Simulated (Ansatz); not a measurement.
Take Ta in the bcc (W type) structure (space group Im-3m, No. 229; a = 3.306 Å; relaxed with 0.1 eV smearing) as the base. Axes: x, y, z lie along the cube axes.

Structures relaxed with Kohn–Sham DFT with the r2SCAN functional, run in Ansatz (a program for electronic structure) with PAW and 500 eV plane waves, spin-orbit coupling left out, earlier PAW set.

Base:

Simulated powder pattern, Co Kα, λ = 1.79026 Å (kinematic, ideal powder, no thermal factors, no anomalous dispersion; the 14 strongest lines at most, above 2 %, up to 2θ = 90°):

```tsv
2θ (°)	I/Imax (%)	hkl
45.02	100	(110)
65.57	17	(200)
83.08	38	(211)
```

It is then changed as follows: the cell is stretched by 2.77 % along z with no lateral relaxation; the atoms relax in the strained cell.

After the change:

Simulated powder pattern, Co Kα, λ = 1.79026 Å (kinematic, ideal powder, no thermal factors, no anomalous dispersion; the 14 strongest lines at most, above 2 %, up to 2θ = 90°):

```tsv
2θ (°)	I/Imax (%)	hkl
44.39	100	(101)
45.02	48	(110)
63.59	9.1	(002)
65.57	17	(200)
81.28	19	(112)
82.63	37	(211)
```

The indices refer to the base's conventional cell; one index is shown for lines that coincide. The space group is now I4/mmm (No. 139).

Whether these cells are dynamically stable was not tested. All final runs are without spin polarisation.
